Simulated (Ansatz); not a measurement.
Start from SnS in the GeS type structure (space group Pnma, No. 62; a = 10.9116 Å, b = 3.9534 Å, c = 4.1121 Å). Axes: x, y, z lie along a, b, c of the conventional cell.

Structures relaxed with Ansatz (an electronic-structure program), PBEsol-D3(BJ), PAW, cutoff 420 eV, spin-orbit coupling left out.

Base:

Simulated powder pattern, Cu Kα1, λ = 1.54056 Å (kinematic, ideal powder, no thermal factors, no anomalous dispersion; the 10 strongest lines at most, above 2 %, up to 2θ = 90°):

| 2θ (°) | I/Imax (%) | hkl |
|---|---|---|
| 23.10 | 38 | (101) |
| 27.13 | 34 | (201) |
| 27.85 | 63 | (210) |
| 31.36 | 32 | (011) |
| 32.44 | 100 | (111) |
| 32.80 | 60 | (400) |
| 40.16 | 55 | (311) |
| 45.87 | 25 | (020) |
| 46.02 | 20 | (411) |
| 57.53 | 23 | (420) |

After one change:

Simulated powder pattern, Cu Kα1, λ = 1.54056 Å (kinematic, ideal powder, no thermal factors, no anomalous dispersion; the 10 strongest lines at most, above 2 %, up to 2θ = 90°):

| 2θ (°) | I/Imax (%) |
|---|---|
| 23.62 | 39 |
| 27.55 | 19 |
| 27.60 | 58 |
| 31.60 | 18 |
| 32.61 | 55 |
| 32.67 | 100 |
| 40.27 | 54 |
| 45.37 | 23 |
| 52.75 | 20 |
| 56.98 | 21 |

### Question
Which change produced these results?
A) uniaxial strain ε_zz = −0.96 %
B) uniaxial stress, 1 GPa compression along z
C) biaxial strain +4.48 %, plane normal [001], relaxed out of plane
D) isotropic strain +0.73 %

### Answer
B, uniaxial stress, 1 GPa compression along z. Its volume per atom is 21.95 Å³ against 22.17 Å³, and its space group is Pnma (No. 62).

Beyond what the load breaks, stability against distortions was not tested. All final runs are without spin polarisation.
